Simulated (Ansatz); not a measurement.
## What strain tensor (xx, yy, zz, yz, xz, xy) = (+1.24, −2.34, −0.30, −0.22, +0.29, −0.28) % does to hypothetical anatase ZnF2

Take ZnF2 in the anatase structure (space group I4_1/amd, No. 141; a = 3.962 Å, c = 9.770 Å; a hypothetical phase, not in the database extracts checked) as the base. Axes: x, y, z lie along a, b, c of the conventional cell.

One thing is altered: strain tensor (xx, yy, zz, yz, xz, xy) = (+1.24, −2.34, −0.30, −0.22, +0.29, −0.28) %, atoms relaxed at fixed cell.

The values are results of r2SCAN in Ansatz (plane waves to 500 eV, PAW, without spin-orbit coupling), not measurements. Γ-centred 12×12×12 mesh, Fermi–Dirac width 0.05 eV.

The volume per atom shrinks by 0.182 Å³ (12.78 Å³ → 12.59 Å³) and the space group becomes P-1 (No. 2) (base: I4_1/amd (No. 141)). The shortest interatomic distance shrinks by 0.042 Å, from 2.018 Å to 1.976 Å and the energy increases by 3.8 meV/atom. The pressure (mean of the normal stresses, compression positive) goes from zero to 1.51 GPa and the band gap stays essentially unchanged (4.37 eV against 4.36 eV). The gap character amounts to indirect, R₂–Γ (13 % along) → Γ and the smallest direct gap rises by 0.04 eV to 5.15 eV. The electron mass changes from 0.48 mₑ (at Γ) to 0.47 mₑ (at Γ) and the stress (xx, yy, zz, yz, xz, xy; compression positive) is (-0.38, 3.74, 1.18, 0.05, -0.06, 0.10) GPa.

Final structure:

```
ZnF2
1.0
   -1.99662     1.92913     4.86023
    2.02495    -1.95062     4.88044
    1.98572     1.93973    -4.86895
Zn F
2 4
Cartesian
  0.00717  -0.01612   4.84428
  2.01942  -0.00544   2.46696
  0.01214  -0.00211   2.80976
  1.99973  -0.00929   0.38359
  2.01445  -0.01946   4.50149
  0.02686  -0.01228   6.92766
```

Cost of the whole job for the changed cell (relaxation, final SCF and bands): about 16 core-minutes (a rough figure).

Effective masses come from finite differences of ±0.01 Å⁻¹. Whether these cells are dynamically stable was not tested. Labels are those of the standard path for the cell's own space group.

Ansatz is an electronic-structure program.
